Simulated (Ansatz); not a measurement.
Take Li3Bi (space group Fm-3m, No. 225; a = 6.653 Å; a cell from a computed database, its experimental status unchecked) as the base. Axes: x, y, z lie along the cube axes.

Modification: biaxial strain +0.50 %, plane normal [110], relaxed out of plane (Cartesian); in-plane vectors clamped, the third vector and the atoms free.

Levels (all Ansatz, a first-principles code, PAW): PBEsol (420 eV, no spin-orbit coupling); r2SCAN (500 eV, scalar-relativistic without spin-orbit coupling); HSE06 (420 eV, no spin-orbit coupling).

One geometry, relaxed with PBEsol, under each level:

```json
[
 {"level": "PBEsol", "band gap": "0.37 eV", "lowest conduction level above the VBM at special points": "T 0.37 eV; X 0.38 eV; Γ 1.02 eV; Σ₀ 1.18 eV", "electron mass": "0.72 mₑ along k, 0.27 mₑ across (at T)", "pressure": "-0.26 GPa"},
 {"level": "r2SCAN", "band gap": "(withheld)", "lowest conduction level above the VBM at special points": "(withheld)", "electron mass": "(withheld)", "pressure": "(withheld)"},
 {"level": "HSE06", "band gap": "(withheld)", "lowest conduction level above the VBM at special points": "(withheld)", "electron mass": "–", "pressure": "–"}
]
```

Q: Give the withheld r2SCAN and HSE06 results.

A: 
- r2SCAN, band gap: 0.74 eV
- r2SCAN, lowest conduction level above the VBM at special points: T 0.74 eV; X 0.76 eV; Γ 1.61 eV; Σ₀ 1.59 eV
- r2SCAN, electron mass: 0.68 mₑ along k, 0.26 mₑ across (at T)
- r2SCAN, pressure: 0.39 GPa
- HSE06, band gap: 0.79 eV
- HSE06, lowest conduction level above the VBM at special points: T 0.79 eV; X 0.80 eV; Γ 1.61 eV

A biaxial case was relaxed in a doubled cell and then solved in the primitive one. Single points use the geometry relaxed with PBEsol. Their cutoffs differ, which shifts pressures a little. The hybrid gap comes from the SCF mesh plus the semilocal run's edge points and a few special points and is an upper bound. Spin-orbit coupling, missing from the scalar runs, can matter with Bi. Masses are band curvatures over ±0.01 Å⁻¹ around the edge. Along k means along the line from Γ to the band edge. Whether these cells are dynamically stable was not tested. k-point labels follow each cell's own Brillouin zone.
